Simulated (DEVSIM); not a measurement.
Structure: Cr/Al2O3/n-Ge capacitor, at 400 K.

```tsv
layer (left to right)	material	thickness (nm)	Nd (cm⁻³)
1	Al2O3	7.90	-
2	Ge	13000	1e14
```

Metal gate on the left, work function 4.5 eV. Fixed charge at the semiconductor interface 0 cm⁻² (in units of +e); no interface traps.

The device is made up for the run: typed textbook-type constants, with dimensions and the other settings drawn at random. Values at 300 K; Nc and Nv go as T^1.5, mobilities as T to minus their exponent, the gap by Varshni's rule with the affinity fixed.

| parameter | Al2O3 | Ge |
|---|---|---|
| gap (eV) | 6.8 | 0.664 |
| affinity (eV) | 1.35 | 4 |
| permittivity | 9 | 16 |
| Nc (cm⁻³) | - | 1.04e19 |
| Nv (cm⁻³) | - | 6e18 |
| Varshni α (eV/K) | - | 0.000477 |
| Varshni β (K) | - | 235 |

Model (solved in DEVSIM): 1D Poisson equation in equilibrium, Boltzmann statistics, complete ionisation; no quantum confinement or tunnelling. Metal contacts follow the ideal Schottky-Mott rule: no Fermi-level pinning, no interface dipoles.

Problem. Give the band bending (positive: bands bend down) and minority sheet density.

Solution. 
| Vg (V) | ψs (V) | minority carriers (cm⁻²) |
|---|---|---|
| -0.1 | -0.198 | 2.3e12 |
| 0.05 | -0.108 | 1.9e12 |
| 0.2 | 0.018 | 1.8e12 |
| 0.35 | 0.137 | 1.8e12 |
| 0.5 | 0.214 | 1.8e12 |
| 0.65 | 0.261 | 1.8e12 |
| 0.8 | 0.292 | 1.8e12 |
| 0.95 | 0.314 | 1.8e12 |
| 1.1 | 0.332 | 1.8e12 |
| 1.25 | 0.346 | 1.8e12 |
